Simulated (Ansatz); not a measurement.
Pressure series in MgO

The parent structure is MgO in the rock salt structure (space group Fm-3m, No. 225).

```
CELL_PARAMETERS angstrom
      0.00000     2.10221     2.10221
      2.10221     0.00000     2.10221
      2.10221     2.10221     0.00000
ATOMIC_POSITIONS crystal
  Mg 0.00000 0.00000 0.00000
  O  0.50000 0.50000 0.50000
```

Cell and atoms are relaxed at each pressure.

All numbers come from DFT with r2SCAN, PAW potentials and a 500 eV plane-wave cutoff in Ansatz (a program for electronic structure), without spin-orbit coupling.

Candidates:
(a) pressure −1 GPa
(b) pressure 2.1 GPa
(c) pressure −2 GPa
(d) pressure 9 GPa

Before the change:

Band gap: 5.68 eV

Task: Order them by band gap, highest first.

Result: (d) pressure 9 GPa (6.20 eV), (b) pressure 2.1 GPa (5.81 eV), (a) pressure −1 GPa (5.62 eV), (c) pressure −2 GPa (5.56 eV)

Load acts through the strain it causes; cell and atoms are relaxed under it. Whether these cells are dynamically stable was not tested. Competing high-pressure phases were not computed.
